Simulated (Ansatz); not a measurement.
Start from WC (space group P-6m2, No. 187; a = 2.884 Å, c = 2.812 Å; relaxed with 0.1 eV smearing). Axes: x lies along a and z along c of the hexagonal cell.

All numbers come from LDA (Ansatz, a first-principles code, PAW, no spin-orbit coupling).

Modification: the cell is stretched by 0.50 % along x with no lateral relaxation; the atoms relax in the strained cell.

Q: Predict the new stress and energy relative to the base.

A: The stress (xx, yy, zz, yz, xz, xy; compression positive) amounts to (-3.7, -1.3, -1.0, 0.0, 0.0, 0.0) GPa; the energy goes up by 0.6 meV/atom.

Whether these cells are dynamically stable was not tested. The final runs are not spin-polarised.
